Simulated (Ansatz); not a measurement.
Output of an Ansatz run (abridged):

```
WARN ansatz: RAYON_NUM_THREADS=1 ignored (pool sized by the plan → 1); use --threads N
Pseudopotentials: kind: paw
Pseudopotential: Nb, paw, valence charge 13
Pseudopotential: H, paw, valence charge 1
Crystal: 4 atoms, lattice volume = 42.053 Å³
Basis set: ecut = 420 eV, 793 PW (Γ), exchange–correlation on 48×48×72 points (8 copies of the dense FFT grid, shifted against one another)
Bands: 18, of which v1, the nominal top of the filled ones, is band 14 counted from 1 (13 counted from 0)
Symmetry: 4 space group operations
Space group: Cmm2 (ITA 35), of the structure as read, at distance tolerance 3.5e-5 Å
k-points: 144 of 847 (time reversal used)
PAW frozen core: Nb, regenerated for the run's functional, and the local potential with it
Initial density: superposition of atomic densities (neutral atoms: chi_scale 0, normalization atom), corrected by the library's trained network
Initial wavefunctions: pseudopotential atomic-orbital guess
Eigensolver: davidson
Functional: x = pbesol(κ = 0.804, μ = 0.12345679012345678), c = pbesol(β = 0.046)
SCF iter   1: F=—  HF=-9023.050453 eV  |F-HF|=—  |Δ(HF+E_count)|=         —  Δρ=6.81e-3  dr2=1.92e-2  ethr=1.77e-3  ⟨swp⟩=5.1  Hψ=11097  notcnv=0
all-band conjugate gradients solve this SCF's bands
preconditioner: auto → Kerker (q_TF=auto, 2.549 Å⁻¹)
SCF iter   2: F=—  HF=-9023.047711 eV  |F-HF|=—  |Δ(HF+E_count)|=   2.74e-3  Δρ=4.01e-3  dr2=7.20e-3  ethr=6.84e-5  ⟨swp⟩=1.8  Hψ=4171  notcnv=0
SCF iter   3: F=—  HF=-9023.046008 eV  |F-HF|=—  |Δ(HF+E_count)|=   1.70e-3  Δρ=5.27e-4  dr2=2.64e-4  ethr=2.57e-5  ⟨swp⟩=2.0  Hψ=3341  notcnv=0
SCF iter   4: F=—  HF=-9023.045959 eV  |F-HF|=—  |Δ(HF+E_count)|=   4.92e-5  Δρ=2.36e-4  dr2=4.65e-5  ethr=9.44e-7  ⟨swp⟩=2.0  Hψ=3305  notcnv=0
SCF iter   5: F=—  HF=-9023.045950 eV  |F-HF|=—  |Δ(HF+E_count)|=   8.38e-6  Δρ=9.23e-5  dr2=5.00e-6  ethr=1.66e-7  ⟨swp⟩=2.0  Hψ=3064  notcnv=0
SCF iter   6: F=-9023.045949 eV  HF=-9023.045949 eV  |F-HF|=3.69e-8  |Δ(HF+E_count)|=   8.97e-7  Δρ=1.43e-5  dr2=8.87e-8  ethr=3.57e-10  ⟨swp⟩=3.3  Hψ=10820  notcnv=0
SCF 1 converged in 6 iterations: F = -9023.045949 eV  dr2 = 8.87e-8
SCF converged after 6 iterations
Free energy (F): -9023.045949 eV
Harris-Foulkes:  -9023.045949 eV  (|F-HF|=3.69e-8)
Internal energy: -9023.012485 eV  (E = F + TS)
E sigma→0 (E₀):  -9023.029217 eV
Entropy (-TS):   -0.033464 eV (-8.366 meV/atom)
Fermi energy:    16.069800 eV
--- Per-component energies (eV) ---
  E_band       = -182.537765
  E_kinetic    = 815.511296
  E_local      = -1508.019720  (includes V_loc(G=0)·N_el)
  E_nonlocal   = 244.016469
  E_hartree    = 466.235831
  E_xc         = -367.080366
  E_vxc        = -448.650047  (∫ρ·V_xc dr)
  E_paw        = -6035.829399  (= ΣΔE_a)
  E_vpaw       = -217.864445  (= ΣTr[D̂ρ^β])
  E_aug_tail   = -0.002435  (compensation charges beyond the density's cutoff)
  E_ewald      = -2638.221580
  E_core_change = 0.377418  (= ΣΔE_core)
  E_smearing   = -0.033464  (= −TS)
  E_closure    = 0.000000  (closes the sum)
  Σ components = -9023.045949   (vs F -9023.045949, Δ=0.00e0)
--- Forces (eV/Å), atoms counted from 1 ---
  atom   1  Nb     0.00000000    -0.00000000    -0.74970899
  atom   2  Nb     0.00000000     0.00000000     0.50314035
  atom   3  H      0.00000000     0.00000000     0.12328135
  atom   4  H      0.00000000     0.00000000     0.12328135
  max |Σ_I F_I| component: 5.93e-6 eV/Å
--- Stress (GPa, compression-positive) ---
       -5.488109       0.000000      -0.000000
        0.000000      -5.177605      -0.000000
       -0.000000      -0.000000      -4.779189
  P = ⅓ Tr σ = -5.1483 GPa (-51.483 kbar)
  The stress holds the Pulay correction. Without it, at fixed plane waves, as pw.x and ABINIT print it: P = -5.2538 GPa
--- Band table (eV; the first three rows and the last of 144) ---
  k-point 0: bands = ["-38.9356", "-38.7599", "-15.5015", "-14.8766", "-14.5860", "-14.5449", "-14.5254", "-14.4926", "6.3462", "11.5778", "11.9708", "14.5023", "15.2402", "15.3753", "16.5859", "17.1515", "18.7722", "18.8128"]
  k-point 1: bands = ["-38.9296", "-38.7661", "-15.4607", "-14.8644", "-14.5918", "-14.5835", "-14.5278", "-14.5057", "6.4664", "11.6593", "11.9550", "14.2618", "15.0854", "15.4102", "16.5973", "17.1891", "18.6045", "18.6213"]
  k-point 2: bands = ["-38.9142", "-38.7820", "-15.3478", "-14.8330", "-14.7184", "-14.5770", "-14.5391", "-14.5343", "6.7655", "11.8108", "11.8792", "13.8962", "14.4809", "15.9055", "16.5757", "17.3068", "18.2728", "18.2730"]
  k-point 143: bands = ["-38.7666", "-38.6978", "-15.3237", "-15.1836", "-15.1690", "-14.9984", "-14.9237", "-14.7506", "8.5721", "11.8933", "12.9521", "13.0296", "13.9210", "15.2768", "16.3313", "17.2480", "19.9789", "20.3580"]
```

The structure:

```xyz
4
Lattice="1.8398 -2.3860 0.0000 1.8398 2.3860 0.0000 0.0000 0.0000 4.7898" Properties=species:S:1:pos:R:3 pbc="T T T"
Nb     1.8398    -1.1930     1.3377
Nb     1.8398     1.1930     3.5021
H      0.9199     0.0000     0.0000
H      2.7597     0.0000     0.0000
```

Task: Reconstruct the input of this run.

Result: Other spellings and defaults could give the same log, and not every line can be read from it. The input that was run (DFT, PBEsol, plane waves, default PAW files made with PBE):

Ansatz 0.2 input:
```yaml
# NbH
crystal:
  lattice:
    - [1.839829, -2.386020, 0.000000]
    - [1.839829, 2.386020, 0.000000]
    - [0.000000, 0.000000, 4.789817]
  atoms:
    - { symbol: Nb, position: [0.750000, 0.250000, 0.279279] }
    - { symbol: Nb, position: [0.250000, 0.750000, 0.731160] }
    - { symbol: H, position: [0.250000, 0.250000, 0.000000] }
    - { symbol: H, position: [0.750000, 0.750000, 0.000000] }
basis:
  ecutwfc: 420.0
kpoints:
  mp_grid: { grid: [11, 11, 7] }
hamiltonian:
  xc: pbesol
  pseudopotentials: { kind: paw }
scf:
  occupations: { method: fermi_dirac, width: 0.1 }
output:
  forces: true
  eigenvalues: true
  stress: true
```

The starting cell comes from a database of computed structures (which also holds hypothetical and non-ambient phases and stackings), without a prior relaxation at this level. Its lattice was rescaled by up to half a per cent. One atom was moved a little off its site on purpose. Spin polarisation is off. With a pressure of about -5 GPa the cell is away from its equilibrium volume at this level. Ansatz's pressure includes its estimate of the finite-basis (Pulay) stress.

Ansatz is a first-principles code.
